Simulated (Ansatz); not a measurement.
## AlRu: pressure series

The reference is AlRu in the CsCl type structure (space group Pm-3m, No. 221).

```
AlRu
1.0
    3.00370     0.00000     0.00000
    0.00000     3.00370     0.00000
    0.00000     0.00000     3.00370
Al Ru
1 1
Direct
  0.00000   0.00000   0.00000
  0.50000   0.50000   0.50000
```

Cell and atoms are relaxed at each pressure.

Levels (all Ansatz, a program for electronic structure, PAW): PBE (420 eV, no spin-orbit coupling); PBEsol (420 eV, spin-orbit coupling left out).

The base cell above is that of PBE; each level relaxes its own structures.

| case | lattice parameter a, PBE | lattice parameter a, PBEsol |
|---|---|---|
| pressure −2 GPa | 3.014 Å | 2.986 Å |
| pressure −1 GPa | 3.009 Å | 2.981 Å |
| pressure 0.3 GPa | 3.002 Å | 2.975 Å |
| pressure 0.7 GPa | 3.000 Å | 2.973 Å |
| pressure 1.5 GPa | 2.996 Å | 2.970 Å |
| pressure 3 GPa | 2.989 Å | 2.963 Å |
| pressure 5 GPa | 2.980 Å | 2.955 Å |
| pressure 7.5 GPa | 2.970 Å | 2.945 Å |
| pressure 10 GPa | 2.959 Å | 2.935 Å |

PBE lies above PBEsol in every row, by 0.024 Å to 0.028 Å. They put the cases in the same order.

Load acts through the strain it causes; cell and atoms are relaxed under it. No phonon test of stability was made. Competing high-pressure phases were not computed. The final runs are not spin-polarised.
